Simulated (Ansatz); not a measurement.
The parent structure is Mg in the hcp (Mg type) structure (space group P6_3/mmc, No. 194; a = 3.1952 Å, c = 5.1966 Å; relaxed with 0.1 eV smearing).

All numbers come from Kohn–Sham DFT with the PBE functional, run in Ansatz (an electronic-structure program) with PAW and 420 eV plane waves, without spin-orbit coupling.

Base values:

The pressure is 0.0 GPa and the band gap is zero.

It is then changed as follows: an isotropic linear strain of +1.00 %; the atoms relax in the strained cell.

Problem. Predict the new pressure, energy relative to the base and band gap.

Solution. The pressure (mean of the normal stresses, compression positive) goes from zero to -1.0 GPa; the energy goes up by 2.3 meV/atom; the band gap remains zero.

Whether these cells are dynamically stable was not tested.
